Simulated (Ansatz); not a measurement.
Band-edge transport in monolayers: monolayer PbO under several functionals (Ansatz, a quantum-chemistry and plane-wave program, without spin-orbit coupling). The PBE cell:

```
CELL_PARAMETERS angstrom
      4.04979     0.00000     0.00000
      0.00000     4.04979     0.00000
      0.00000     0.00000    18.36592
ATOMIC_POSITIONS crystal
  Pb 0.50000 0.00000 0.56504
  Pb 0.00000 0.50000 0.43496
  O  0.00000 0.00000 0.50000
  O  0.50000 0.50000 0.50000
```

| Functional | cell relaxed with | band gap | electron conductivity mass | hole conductivity mass |
|---|---|---|---|---|
| PBE | PBE | 2.50 eV | 0.47 mₑ | 6.0 mₑ |
| HSE06 | PBE | (withheld) | (withheld) | (withheld) |

**Question.** Given the cheaper levels, estimate the HSE06 row.

**Answer.** 
- HSE06, band gap: 3.40 eV
- HSE06, electron conductivity mass: 0.45 mₑ
- HSE06, hole conductivity mass: 6.0 mₑ

For the band gap, PBE gives 2.50 eV and HSE06 3.40 eV: PBE lies 27 % below.

Masses are for dilute carriers at 300 K, harmonic means over directions unless an axis is named. Spin-orbit coupling is left out; without it the gap and masses of crystals with these elements can be far off.
